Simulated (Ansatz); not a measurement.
The reference is Nb2C (space group Pnma, No. 62; a cell from a computed database, its experimental status unchecked).

```cif
data_C4Nb8
_chemical_formula_sum 'Nb8 C4'
_space_group_name_H-M_alt 'P 1'
_space_group_IT_number 1
_cell_length_a 10.86798
_cell_length_b 3.07372
_cell_length_c 4.94729
_cell_angle_alpha 90.000
_cell_angle_beta 90.000
_cell_angle_gamma 90.000
loop_
_space_group_symop_operation_xyz
  'x, y, z'
loop_
_atom_site_label
_atom_site_type_symbol
_atom_site_fract_x
_atom_site_fract_y
_atom_site_fract_z
_atom_site_occupancy
Nb1 Nb 0.29599 0.75000 0.73647 1
Nb2 Nb 0.70401 0.25000 0.26353 1
Nb3 Nb 0.20401 0.25000 0.23647 1
Nb4 Nb 0.79599 0.75000 0.76353 1
Nb5 Nb 0.54502 0.25000 0.75408 1
Nb6 Nb 0.45498 0.75000 0.24592 1
Nb7 Nb 0.95498 0.75000 0.25408 1
Nb8 Nb 0.04502 0.25000 0.74592 1
C1 C 0.37523 0.25000 0.99164 1
C2 C 0.62477 0.75000 0.00836 1
C3 C 0.12477 0.75000 0.49164 1
C4 C 0.87523 0.25000 0.50836 1
```

All numbers come from PBEsol (Ansatz, a quantum-chemistry and plane-wave program; PAW; 420 eV plane waves; spin-orbit coupling left out).

One change was made to it. Results:

```json
[
 {"quantity": "shortest interatomic distance", "base": "4.095 bohr", "after": "4.082 bohr"},
 {"quantity": "density", "base": "7.95 g/cm³", "after": "8.05 g/cm³"},
 {"quantity": "band gap", "base": "zero", "after": "zero"}
]
```

### Question
What was done to the base?
(A) pressure 3 GPa
(B) pressure 10 GPa
(C) pressure 0.7 GPa

### Answer
A, pressure 3 GPa. For comparison, the density in the other runs: pressure 10 GPa gives 8.26 g/cm³; pressure 0.7 GPa gives 7.97 g/cm³.

Load acts through the strain it causes; cell and atoms are relaxed under it. Whether these cells are dynamically stable was not tested. No other phases were tried under pressure. All final runs are without spin polarisation.
